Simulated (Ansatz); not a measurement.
Quick settings and what they miss: MgCd2 (Cmcm, 6 atoms in the cell)

Self-consistent single point.

```
MgCd2
1.0
    4.50142    -2.63968     0.00000
    4.50142     2.63968     0.00000
    0.00000     0.00000     5.07972
Mg Cd
2 4
Direct
  0.32214   0.67786   0.75000
  0.67786   0.32214   0.25000
  0.66089   0.00601   0.75000
  0.33911   0.99399   0.25000
  0.00601   0.66089   0.25000
  0.99399   0.33911   0.75000
```

Level of theory: LDA (PW92), PAW files made with PBE (plane waves; Ansatz, an electronic-structure program).

Base settings: basis.ecutwfc = 420 eV; kpoints.mp_grid.grid = 7 7 7; hamiltonian.xc = lda; hamiltonian.pseudopotentials = {kind: paw} (the program's default PAW files); scf.occupations.method = cold; scf.occupations.width = 0.272 eV.

Tight run (finer mesh or higher cutoff; not a proven limit): basis.ecutwfc: 420 eV → 590 eV; kpoints.mp_grid.grid: 7 7 7 → 10 10 10; scf.convergence.dr2_threshold: default (1e-07 eV) → 1e-09 eV. It gave Fermi level (on the code's own zero) 12.77 eV; pressure -1.89 GPa; largest force (vector length) 0.060 eV/Å.

Quick runs, as changes from the base:
- A: the base itself
- B: basis.ecutwfc: 420 eV → 295 eV; kpoints.mp_grid.grid: 7 7 7 → 8 8 8; scf.convergence.dr2_threshold: default (1e-07 eV) → 0.001 eV
- C: basis.ecutwfc: 420 eV → 210 eV; kpoints.mp_grid.grid: 7 7 7 → 2 2 2; hamiltonian.xc: lda → pbesol; scf.convergence.dr2_threshold: default (1e-07 eV) → 0.001 eV [PBEsol]
- D: kpoints.mp_grid.grid: 7 7 7 → 4 4 4; scf.occupations.width: 0.272 eV → 0.136 eV; kpoints.mp_grid.shift: default → 0.5 0.5 0.5; scf.convergence.dr2_threshold: default (1e-07 eV) → 0.001 eV
- E: basis.ecutwfc: 420 eV → 250 eV; kpoints.mp_grid.grid: 7 7 7 → 3 3 3; scf.occupations.width: 0.272 eV → 0.5 eV
- F: basis.ecutwfc: 420 eV → 250 eV; kpoints.mp_grid.grid: 7 7 7 → 6 6 6; scf.occupations.width: 0.272 eV → 0.5 eV; scf.convergence.dr2_threshold: default (1e-07 eV) → 0.001 eV

Energies are extrapolated to zero smearing width, which holds to low order in the width alone.

Dashes: energy of C, another energy zero.

† marks runs with another functional, U, potentials or spin treatment: their distance from the tight run is not a convergence error alone.

The count of work is k-points × plane waves × bands × iterations; it is no time. 

Pressures in the table are Ansatz's without its Pulay estimate, at a fixed set of plane waves; the tight run's value above holds the estimate.

The starting cell comes from a database of computed structures (which also holds hypothetical and non-ambient phases and stackings), without a prior relaxation at this level. Its lattice was rescaled by a random factor within 2.5 % of one.

| run | energy less tight (meV/atom) | pressure less tight (GPa) | largest miss in a force vector (eV/Å) | count of work / tight |
|---|---|---|---|---|
| A | 0.2 | 0.02 | 0.003 | 0.19 |
| B | 76.1 | -6.53 | 0.010 | 0.12 |
| C† | – | -178.37 | 0.131 | 0.0035 |
| D | 6.5 | -0.30 | 0.022 | 0.019 |
| E | 723.9 | -42.97 | 0.109 | 0.0098 |
| F | 722.8 | -43.73 | 0.022 | 0.040 |

Among the runs at the tight run's level, the energy misses run from 0.2 to 723.9 meV/atom.

Keys are those of Ansatz 0.2.
